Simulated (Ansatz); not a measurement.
# A computed series for La2O3: element substitutions

The parent structure is La$_{2}$O$_{3}$ (space group P-3m1, No. 164; a = 3.9061 Å, c = 6.0400 Å).

Each row replaces one element on all its sites; cell and atoms are relaxed.

Computed with PBEsol/PAW in Ansatz (an electronic-structure program), spin-orbit coupling left out.

Q: Only one of these has no band gap. Which?
(A) O → N
(B) O → Se
(C) O → S

A: A, O → N. Computed: O → Se: 1.68 eV; O → S: 2.11 eV; O → N: zero

Other magnetic orders, which the real material may have, were not ruled out. Whether these cells are dynamically stable was not tested. As relaxed here, La2Se3, La2S3 and La2N3 are hypothetical phases, not in the database extracts checked.
